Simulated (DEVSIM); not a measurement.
Device: Co/HfO2/SiO2/p-Si capacitor, at 300 K.

```
layer (left to right)  material  thickness (nm)  Na (cm⁻³)
---------------------  --------  --------------  ---------
1                          HfO2            4.80          -
2                          SiO2            1.10          -
3                            Si            3700     2.4e16
```

Metal gate on the left, work function 5 eV. Fixed charge at the semiconductor interface 0 cm⁻² (in units of +e); no interface traps.

Constants are typed, rounded textbook-type inputs, not results; the design itself was drawn at random and stands for no fabricated device. Values at 300 K.

```csv
parameter,HfO2,SiO2,Si
gap (eV),5.7,9,1.124
affinity (eV),2.5,0.9,4.05
permittivity,22,3.9,11.7
Nc (cm⁻³),-,-,2.86e19
Nv (cm⁻³),-,-,3.1e19
```

Model (solved in DEVSIM): 1D Poisson equation in equilibrium, Boltzmann statistics, complete ionisation; no quantum confinement or tunnelling. Metal contacts follow the ideal Schottky-Mott rule: no Fermi-level pinning, no interface dipoles.

Question: Tabulate band edges, carrier densities and field at 0.5 V on the gate.

Answer: Energies count from the Fermi level of the right contact; mesh points crowd at the junctions.

| x (μm) | Ec (eV) | Ev (eV) | n (cm⁻³) | p (cm⁻³) | field (V/cm) |
|---|---|---|---|---|---|
| 0.000 | 2.000 | -3.700 | < 1e2 | < 1e2 | 30000 |
| 0.001177 | 2.003 | -3.696 | < 1e2 | < 1e2 | 30000 |
| 0.002932 | 2.009 | -3.691 | < 1e2 | < 1e2 | 30000 |
| 0.004342 | 2.013 | -3.687 | < 1e2 | < 1e2 | 30000 |
| 0.005387 | 3.624 | -5.375 | < 1e2 | < 1e2 | 170000 |
| 0.006162 | 0.485 | -0.639 | 2.1e11 | 5.6e8 | 56000 |
| 0.007947 | 0.495 | -0.629 | 1.4e11 | 8.3e8 | 56000 |
| 0.01455 | 0.531 | -0.593 | 3.5e10 | 3.3e9 | 53000 |
| 0.02686 | 0.593 | -0.531 | 3.1e9 | 3.8e10 | 49000 |
| 0.05462 | 0.714 | -0.410 | 2.9e7 | 4.1e12 | 38000 |
| 0.1211 | 0.888 | -0.236 | 34000 | 3.4e15 | 14000 |
| 0.3488 | 0.939 | -0.185 | 4800 | 2.4e16 | ≈ 0 |
| 0.8074 | 0.939 | -0.185 | 4800 | 2.4e16 | ≈ 0 |
| 1.815 | 0.939 | -0.185 | 4800 | 2.4e16 | ≈ 0 |
| 3.059 | 0.939 | -0.185 | 4800 | 2.4e16 | ≈ 0 |
| 3.429 | 0.939 | -0.185 | 4800 | 2.4e16 | ≈ 0 |
| 3.584 | 0.939 | -0.185 | 4800 | 2.4e16 | ≈ 0 |
| 3.652 | 0.939 | -0.185 | 4800 | 2.4e16 | ≈ 0 |
| 3.689 | 0.939 | -0.185 | 4800 | 2.4e16 | ≈ 0 |
| 3.699 | 0.939 | -0.185 | 4800 | 2.4e16 | ≈ 0 |
| 3.704 | 0.939 | -0.185 | 4800 | 2.4e16 | ≈ 0 |
| 3.706 | 0.939 | -0.185 | 4800 | 2.4e16 | ≈ 0 |
